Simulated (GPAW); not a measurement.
GPAW run on Mn₂O₃ (R-3c, 10 atoms in the cell): self-consistent single point.

Method: PBEsol+U, GPAW PAW datasets PBEsol (made by gpaw-setup) (plane waves; GPAW).

The change in words: lattice scaled by 0.985. Reference geometry:
```
Mn2O3
1.0
    2.51760     1.45354     4.55513
   -2.51760     1.45354     4.55513
    0.00000    -2.90708     4.55513
Mn O
4 6
Direct
  0.14951   0.14951   0.14951
  0.85049   0.85049   0.85049
  0.35049   0.35049   0.35049
  0.64951   0.64951   0.64951
  0.94655   0.25000   0.55345
  0.05345   0.75000   0.44655
  0.55345   0.94655   0.25000
  0.44655   0.05345   0.75000
  0.25000   0.55345   0.94655
  0.75000   0.44655   0.05345
```
Moments meant for the start (each program seeds them in its own way; μB, in the order of the atoms Mn Mn Mn Mn O O O O O O): 4.0 4.0 4.0 4.0 0.0 0.0 0.0 0.0 0.0 0.0.

Reference input (self-consistent single point, DFT PBEsol+U, plane waves, GPAW PAW datasets PBEsol (made by gpaw-setup)): spinpol = true; mode = pw; ecut = 900 eV; xc = PBEsol; setups = {Mn: :d,3.9}; kpts = 4 4 4; mesh shift (steps) = 0 0 0; occupations.name = marzari-vanderbilt; occupations.width = 0.2 eV; nbands = -18; convergence.density = 1e-05 e/electron; symmetry.symmorphic = false. This run's input differs from it in these lines:

```diff
@@ -5,5 +5,5 @@
 atoms = Atoms(['Mn', 'Mn', 'Mn', 'Mn', 'O', 'O', 'O', 'O', 'O', 'O'],
-              cell=[[2.517604, 1.453539, 4.555131],
-                    [-2.517604, 1.453539, 4.555131],
-                    [0.000000, -2.907079, 4.555131]],
+              cell=[[2.479840, 1.431736, 4.486804],
+                    [-2.479840, 1.431736, 4.486804],
+                    [0.000000, -2.863473, 4.486804]],
               scaled_positions=[[0.149510, 0.149510, 0.149510],
```

Output, abridged:

```
     iter     time        total  log10-change:  magmom
                         energy   eigst   dens
iter:   1 --:--:--   -88.351313                   +16.0095
iter:   2 --:--:--   -87.538590   -0.74  -1.12    +16.0029
iter:   3 --:--:--   -83.923714   -0.90  -1.17    +15.9997
iter:   4 --:--:--   -83.866314   -2.82  -1.52    +15.9997
iter:   5 --:--:--   -84.096715   -2.17  -1.57    +15.9999
iter:   6 --:--:--   -83.807599   -2.30  -2.16    +15.9999
iter:   7 --:--:--   -83.765891   -2.73  -2.14    +16.0000
iter:   8 --:--:--   -83.768788c  -4.45  -3.01    +16.0000
iter:   9 --:--:--   -83.770577c  -4.63  -3.25    +16.0000
iter:  10 --:--:--   -83.769764c  -4.93  -3.09    +16.0000
iter:  11 --:--:--   -83.769769c  -6.29  -4.16    +16.0000
iter:  12 --:--:--   -83.769772c  -7.02  -4.32    +16.0000
iter:  13 --:--:--   -83.769781c  -6.82  -4.34    +16.0000
iter:  14 --:--:--   -83.769773c  -7.38  -4.43    +16.0000
iter:  15 --:--:--   -83.769774c  -7.42c -4.61    +16.0000
iter:  16 --:--:--   -83.769773c  -8.92c -4.58    +16.0000
iter:  17 --:--:--   -83.769773c  -8.01c -4.63    +16.0000
iter:  18 --:--:--   -83.769774c  -7.82c -4.72    +16.0000
iter:  19 --:--:--   -83.769773c  -8.39c -4.90    +16.0000
iter:  20 --:--:--   -83.769773c  -9.46c -5.33c   +16.0000
Converged after 20 iterations.

Dipole moment: (-0.000000, -0.000000, -0.000000) |e|*Ang

Total magnetic moment: (0.000000, 0.000000, 16.000000)
Local magnetic moments:
   0 Mn ( 0.000000,  0.000000,  3.962345)
   1 Mn ( 0.000000,  0.000000,  3.962345)
   2 Mn ( 0.000000,  0.000000,  3.962345)
   3 Mn ( 0.000000,  0.000000,  3.962345)
   4 O  ( 0.000000,  0.000000, -0.053050)
   5 O  ( 0.000000,  0.000000, -0.053050)
   6 O  ( 0.000000,  0.000000, -0.053050)
   7 O  ( 0.000000,  0.000000, -0.053050)
   8 O  ( 0.000000,  0.000000, -0.053050)
   9 O  ( 0.000000,  0.000000, -0.053050)

Energy contributions relative to reference atoms: (reference = -138137.052334)

Kinetic:       +150.780699
Potential:     -137.128178
External:        +0.000000
XC:             -98.895368
Entropy (-ST):   -0.010344
Local:           +1.483419
   [... lines left out ...]
Free energy:    -83.769773
Fermi level: 7.80364
Gap: 0.066 eV
Direct gap: 0.083 eV
   [... lines left out ...]
  4 O    -0.07686   -0.13313    0.00000
  5 O     0.07686    0.13313   -0.00000
  6 O     0.15372    0.00000    0.00000
  7 O    -0.15372    0.00000    0.00000
  8 O    -0.07686    0.13313    0.00000
  9 O     0.07686   -0.13313   -0.00000

Stress tensor:
    -0.144704    -0.000000     0.000000
    -0.000000    -0.144704    -0.000000
     0.000000    -0.000000    -0.135636
Stress (GPa, Voigt): [-23.1841 -23.1841 -21.7312  -0.       0.      -0.    ]
```

The run converged in 20 iterations. GPAW prints stress with tension positive. Against the reference run the free energy rises by 46.2 meV/atom, the largest force goes from 0.054 to 0.154 eV/Å and the size of the net moment stays at 1.60 μB/atom.

At such cutoffs GPAW's stress carries a finite-basis (Pulay) error, which enters relaxed cells too; its log prints stress with tension positive.

The starting cell comes from a database of computed structures (which also holds hypothetical and non-ambient phases and stackings), without a prior relaxation at this level. Its lattice was rescaled by a random factor within 2.5 % of one. For this run, on top of that: lattice scaled by 0.985. The magnetic order is the one reached from the typed start; others were not searched systematically. With U or open f shells several self-consistent states can exist. The log's line on a gap gives a spacing of levels on this mesh, which the program prints for metals too.

Cost on one core of a shared machine: roughly 10 min.
